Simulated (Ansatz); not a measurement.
GaAs (R3m): band-edge transport data

Input:

```xyz
2
Lattice="0.0207 2.8453 2.8453 2.8453 0.0207 2.8453 2.8453 2.8453 0.0207" Properties=species:S:1:pos:R:3 pbc="T T T"
Ga     0.0028     0.0028     0.0028
As     1.4250     1.4250     1.4250
```

Level of theory: r2SCAN with spin-orbit coupling, rigid bands (plane waves, PAW; Ansatz, a first-principles code). Condition of this run: uniaxial stress along [111] of -1.2 GPa (compression positive) (the target of the relaxation). Cell: cell and atoms relaxed with PBEsol, then loaded as said.

| Quantity | Result |
|---|---|
| band gap | 0.81 eV |
| electron conductivity mass (300 K, dilute) | 0.057 mₑ |
| hole conductivity mass (300 K, dilute) | 0.36 mₑ |
| effective density of states N_c (300 K) | 3.2e17 cm⁻³ |
| effective density of states N_v (300 K) | 5.8e18 cm⁻³ |
| density-of-states mass, electrons | 0.055 mₑ |
| density-of-states mass, holes | 0.38 mₑ |
| Seebeck coefficient, n-type 1e19 cm⁻³, 300 K | -45 μV/K |
| Seebeck coefficient, p-type 1e19 cm⁻³, 300 K | 230 μV/K |

Rigid bands; masses and Seebeck coefficients take one relaxation time τ for all states and one kind of carrier; polarons and phonon drag are left out. Geometry: cell and atoms relaxed with PBEsol.
